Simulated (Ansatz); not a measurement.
Take Zr in the hcp (Mg type) structure (space group P6_3/mmc, No. 194; a = 3.244 Å, c = 5.158 Å; relaxed with 0.1 eV smearing) as the base. Axes: x lies along a and z along c of the hexagonal cell.

Level of theory: r2SCAN (Ansatz, an electronic-structure program, PAW, scalar-relativistic without spin-orbit coupling).

Before the change:

- Pressure: 0.0 GPa

Now apply this change: the cell is compressed by 2.50 % along z with no lateral relaxation, atoms relaxed at fixed cell.

Q: What happens to the pressure?

A: The pressure (mean of the normal stresses, compression positive) goes from zero to 2.6 GPa.

Q: Estimate the effect on the energy relative to the base.

A: The energy grows by 8.1 meV/atom.

The cells carry an imposed strain or load. No phonon test of stability was made. The final runs are not spin-polarised.
